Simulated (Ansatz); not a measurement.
Checking a run of Ansatz (an electronic-structure program) on Li2SnHgTe4 (I-42m, 8 atoms in the cell). The aim is a self-consistent single point with DFT, revPBE, plane waves, default PAW files made with PBE.

Input:

Ansatz 0.2 input:
```yaml
# Li2SnHgTe4
crystal:
  lattice:
    - [-3.15597400, 3.15597400, 6.19923600]
    - [3.15597400, -3.15597400, 6.19923600]
    - [3.15597400, 3.15597400, -6.19923600]
  atoms:
    - { symbol: Li, position: [0.25000000, 0.75000000, 0.50000000] }
    - { symbol: Li, position: [0.75000000, 0.25000000, 0.50000000] }
    - { symbol: Hg, position: [0.00000000, 0.00000000, 0.00000000] }
    - { symbol: Te, position: [0.37700000, 0.88700000, 0.00000000] }
    - { symbol: Te, position: [0.11300000, 0.11300000, 0.49000000] }
    - { symbol: Te, position: [0.62300000, 0.62300000, 0.51000000] }
    - { symbol: Te, position: [0.88700000, 0.37700000, 0.00000000] }
    - { symbol: Sn, position: [0.50000000, 0.50000000, 0.00000000] }
basis:
  ecutwfc: 30
kpoints:
  mp_grid: { grid: [4, 4, 4], shift: [0.5, 0.5, 0.5] }
hamiltonian:
  xc: revpbe
  pseudopotentials: { kind: paw }
scf:
  occupations: { method: methfessel_paxton, width: 0.136 }
output:
  forces: true
  eigenvalues: true
  stress: true
```

Log, with long lists cut:

```
WARN basis.ecutwfc = 30 eV is below the records' recommended cutoff, and the density's cutoff is lower with it unless basis.ecutrho_ratio is high enough to …
   [... lines left out ...]
Bands: 63, of which v1, the nominal top of the filled ones, is band 52 counted from 1 (51 counted from 0)
Symmetry: 8 space group operations
Space group: I-42m (ITA 121), of the structure as read, at distance tolerance 6.3e-5 Å
k-points: 11 of 64 (time reversal used)
PAW frozen core: Hg, regenerated for the run's functional, and the local potential with it
PAW frozen core: Te, regenerated for the run's functional, and the local potential with it
PAW frozen core: Sn, regenerated for the run's functional, and the local potential with it
Initial density: superposition of atomic densities (neutral atoms: chi_scale 0, normalization atom), corrected by the library's trained network
Initial wavefunctions: pseudopotential atomic-orbital guess
Eigensolver: davidson
Functional: x = revpbe(κ = 1.245, μ = 0.2195149727645171), c = pbe(β = 0.06672455060314922)
SCF iter   1: F=—  HF=-45352.889746 eV  |F-HF|=—  |Δ(HF+E_count)|=         —  Δρ=1.24e0  dr2=5.03e3  ethr=1.77e-3  ⟨swp⟩=1.0  Hψ=1011  notcnv=0
all-band conjugate gradients solve this SCF's bands
preconditioner: auto → LDOS
SCF iter   2: F=—  HF=-41754.613717 eV  |F-HF|=—  |Δ(HF+E_count)|=    3.60e3  S|Δr|=    0.00e0  Δρ=1.80e-1  dr2=2.55e2  ethr=1.77e-3  ⟨swp⟩=6.7  Hψ=4458  notcnv=0  defer=26
   [... lines left out ...]
SCF iter   9: F=—  HF=-41578.243894 eV  |F-HF|=—  |Δ(HF+E_count)|=   1.86e-7  S|Δr|=    0.00e0  Δρ=3.79e-5  dr2=8.81e-6  ethr=1.60e-8  ⟨swp⟩=1.0  Hψ=657  notcnv=0  defer=36
SCF iter  10: F=—  HF=-41578.243894 eV  |F-HF|=—  |Δ(HF+E_count)|=   7.16e-7  S|Δr|=    0.00e0  Δρ=9.75e-6  dr2=5.56e-7  ethr=8.47e-9  ⟨swp⟩=2.0  Hψ=779  notcnv=0  defer=36
SCF iter  11: F=-41578.243894 eV  HF=-41578.243894 eV  |F-HF|=8.22e-10  |Δ(HF+E_count)|=   3.47e-8  S|Δr|=    0.00e0  Δρ=5.47e-7  dr2=1.88e-9  ethr=9.62e-11  ⟨swp⟩=14.0  Hψ=2936  notcnv=0
SCF 1 converged in 11 iterations: F = -41578.243894 eV  dr2 = 1.88e-9
Stability not checked (fill_not_monotonic)
Free energy (F): -41578.243894 eV
Internal energy: -41578.243628 eV  (E = F + TS)
E sigma→0 (E₀):  -41578.243827 eV
Entropy (-TS):   -0.000265 eV (-0.033 meV/atom)
Fermi energy:    24.905638 eV
--- Forces (eV/Å), atoms counted from 1 ---
  atom   1  Li     0.00000000     0.00000000     0.00000000
  atom   2  Li     0.00000000     0.00000000     0.00000000
  atom   3  Hg    -0.00000000     0.00000000     0.00000000
   [... lines left out ...]
--- Stress (GPa, compression-positive) ---
    -1617.486108       0.000000       0.000000
       -0.000000   -1617.486108      -0.000000
        0.000000      -0.000000   -1580.730351
  P = ⅓ Tr σ = -1605.2342 GPa (-16052.342 kbar)
  The stress holds no Pulay correction (an occupied level lies too near the plane-wave cutoff): it is that at fixed plane waves, as pw.x and ABINIT print it
```

Problem. Is this run sound? If not, what is wrong?

Solution. The run is not sound. The fault is this: a cutoff meant in Ry typed as a bare number, read as eV. A bare number is read in the key's own unit, and eV, Ry (13.6 eV) and Ha (27.2 eV) lie far apart, so the setting ends up far from the one that was meant. To fix it, convert the value to the unit that the key expects. The run converged in 11 iterations without an error; against the sound input the free energy rises by 829 eV/atom, the pressure goes from 4.25 to -1605 GPa, the largest force goes from 0.840 to 109.7 eV/Å and no clean gap remains on the mesh (levels overlap or are partly filled), against 0.84 eV before.

An input that runs soundly differs in these lines (not the only fix; some lines may just follow from the change or write a value another way):
```diff
-  ecutwfc: 30
+  ecutwfc: 420.0
```

With that input, the run converged in 7 iterations: free energy E − TS (on the zero of these files) -48213.3415 eV; gap on the k-point mesh 0.84 eV; pressure 4.25 GPa; largest force (vector length) 0.840 eV/Å (DFT, revPBE, plane waves, default PAW files made with PBE).

On the sound input: the starting cell was generated: these elements placed on a structure prototype, without a prior relaxation; it need not be a known phase or ordering of this composition. Its lattice was rescaled by a random factor within 2.5 % of one. Spin-orbit coupling is off. With a pressure of about 4 GPa the cell is away from its equilibrium volume at this level. Ansatz's pressure includes its estimate of the finite-basis (Pulay) stress. The shifted mesh does not hold Γ, so a gap read on it misses any band edge there.
